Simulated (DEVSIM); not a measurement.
System: Si p-n junction from an implanted or diffused profile, at 300 K.

Layer 1 from the left is Si, thickness (μm) 64.0, Nd (cm⁻³) 9.7e14, τn (s) 0.00017, τp (s) 0.00017.

Added acceptor profile: 4.5e17 cm⁻³ × exp(−(x − 0 μm)²/(2·(0.12 μm)²)). Left contact: ohmic. Right contact: ohmic. Voltage is applied to the left contact. Recombination: SRH at mid-gap, Auger. Mobility is constant in doping.

The device is made up for the run: typed textbook-type constants, with dimensions and the other settings drawn at random. Values at 300 K.

Si: gap (eV) 1.124, affinity (eV) 4.05, permittivity 11.7, Nc (cm⁻³) 2.86e19, Nv (cm⁻³) 3.1e19, μn (cm²/Vs) 1417, μp (cm²/Vs) 470, Cn (cm⁶/s) 2.8e-31, Cp (cm⁶/s) 9.9e-32.

DEVSIM, 1D drift-diffusion, Boltzmann statistics, complete ionisation; no tunnelling, impact ionisation, image-force lowering or self-heating.

What does the simulation give for the potential step across the device at zero bias, the dark forward voltage at 1 A/cm², the dark forward voltage at 100 A/cm²?

potential step across the device at zero bias 0.748 V; dark forward voltage at 1 A/cm² 0.604 V; dark forward voltage at 100 A/cm² 1.089 V.
